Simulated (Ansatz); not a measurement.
**What biaxial strain +3.05 %, plane normal [001], relaxed out of plane does to CdSe**

The parent structure is CdSe in the wurtzite structure (space group P6_3mc, No. 186; a = 4.3827 Å, c = 7.1545 Å). Axes: x lies along a and z along c of the hexagonal cell.

Now apply this change: biaxial strain +3.05 %, plane normal [001], relaxed out of plane (Cartesian); in-plane vectors clamped, the third vector and the atoms free.

Computed with PBE/PAW in Ansatz (an electronic-structure program), no spin-orbit coupling. Γ-centred 9×9×5 mesh, Fermi–Dirac width 0.05 eV.

| quantity | base | changed | shift |
|---|---|---|---|
| space group | P6_3mc (No. 186) | P6_3mc (No. 186) | – |
| shortest interatomic distance | 2.682 Å | 2.698 Å | +0.016 Å |
| pressure (mean of the normal stresses, compression positive) | 0.00 GPa | -1.45 GPa | -1.45 GPa |
| band gap (an upper bound: an edge found on the path is not a true extremum; the changed cell) | 0.54 eV | 0.41 eV | -0.13 eV |
| out-of-plane strain | – | -2.51 % | – |
| ratio −ε⊥/ε∥ | – | 0.82 | – |

Cost of the whole job for the changed cell (relaxation, final SCF and bands): roughly 50 core-seconds.

No phonon test of stability was made.
